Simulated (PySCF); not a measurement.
PySCF 2.14.0, WB97X/def2-tzvp: Sb(H)2(Cl) ([Cl][SbH2]), 4 atoms. The geometry is a generated start, not checked to be a minimum at this level.

```json
{
  "task": "energy and gradient",
  "method": "wb97x",
  "basis": "def2-tzvp",
  "two_electron_scheme": "exact four-centre integrals",
  "mf.init_guess": "minao (default)",
  "mf.DIIS": "CDIIS (default)",
  "mf.diis_space": "8 (default)",
  "mf.grids.level": "3 (default)",
  "effective_core_potentials": "those of the basis set, past Kr",
  "basis_functions": "99",
  "grid_points": "60456"
}
```

```xyz
4

Sb    -0.0945    -0.1110     0.8114
H      0.2358    -1.4319    -0.2108
H     -1.4356     0.2312    -0.1794
Cl     1.2943     1.3117    -0.4213
```
Charge 0, spin multiplicity 1.

The reference run uses exact four-centre integrals. Each setting ran once; only counts and results are compared.

Settings tried, all else as in the reference:
- mol.max_memory = 200 MB, mf.direct_scf_tol = 1e-07, mf.conv_tol = 1e-06 Hartree
- mol.max_memory = 200 MB, mf.direct_scf_tol = 1e-08, mf.conv_tol = 1e-06 Hartree
- mol.max_memory = 200 MB, mf.direct_scf_tol = 1e-10
- mol.max_memory = 200 MB, mf.direct_scf_tol = 1e-09

Task: Which of these stay within 1.0 meV/atom in energy, 10 meV/Å in forces (largest component) of the reference run?

Result: Within it: mol.max_memory = 200 MB, mf.direct_scf_tol = 1e-10; mol.max_memory = 200 MB, mf.direct_scf_tol = 1e-09; mol.max_memory = 200 MB, mf.direct_scf_tol = 1e-08, mf.conv_tol = 1e-06 Hartree; mol.max_memory = 200 MB, mf.direct_scf_tol = 1e-07, mf.conv_tol = 1e-06 Hartree. No setting lies outside.

```tsv
setting	energy against the reference	difference in forces (largest component)
mol.max_memory = 200 MB, mf.direct_scf_tol = 1e-10	under 0.001 meV/atom	0.0042 meV/Å
mol.max_memory = 200 MB, mf.direct_scf_tol = 1e-09	under 0.001 meV/atom	0.0050 meV/Å
mol.max_memory = 200 MB, mf.direct_scf_tol = 1e-08, mf.conv_tol = 1e-06 Hartree	+0.0018 meV/atom	0.44 meV/Å
mol.max_memory = 200 MB, mf.direct_scf_tol = 1e-07, mf.conv_tol = 1e-06 Hartree	+0.0083 meV/atom	0.52 meV/Å
```

Total energies are compared; such shifts often cancel in part in energy differences. The small max_memory forces a direct SCF, where direct_scf_tol acts; the reference holds its integrals in memory. Also tried and not ranked: mol.max_memory = 200 MB, mf.direct_scf_tol = 1e-08 (ended without SCF convergence in 50 cycles); mol.max_memory = 200 MB, mf.direct_scf_tol = 1e-11 (same energy as a listed run); mol.max_memory = 200 MB, mf.direct_scf_tol = 1e-12 (same energy as a listed run); mol.max_memory = 200 MB (same energy as a listed run); mol.max_memory = 200 MB, mf.direct_scf_tol = 1e-06, mf.conv_tol = 1e-06 Hartree (ended without SCF convergence in 50 cycles). The tolerance is a choice made for this comparison.
